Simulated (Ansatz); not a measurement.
Consider the following.

```
CELL_PARAMETERS angstrom
      4.54810     0.00000     0.00000
      0.00000     4.54810     0.00000
      0.00000     0.00000     2.96962
ATOMIC_POSITIONS crystal
  Ti 0.00000 0.00000 0.00000
  Ti 0.50000 0.50000 0.50000
  O  0.30470 0.30470 0.00000
  O  0.80470 0.19530 0.50000
  O  0.19530 0.80470 0.50000
  O  0.69530 0.69530 0.00000
```

No spin polarisation.

Level of theory: LDA/PAW in Ansatz (an electronic-structure program), spin-orbit coupling left out. Γ-centred 7×7×11 mesh, Fermi–Dirac width 0.05 eV.

Estimate the valence-band top at Γ (three highest levels, from the VBM).

0.00, -0.46, -0.46 eV.

What is the computed band gap?

1.82 eV.

The cells carry an imposed strain or load. No phonon test of stability was made. All final runs are without spin polarisation. The cell was made from TiO₂ in the rutile structure (space group P4_2/mnm, No. 136) by this change: uniaxial strain ε_zz = +1.80 %.
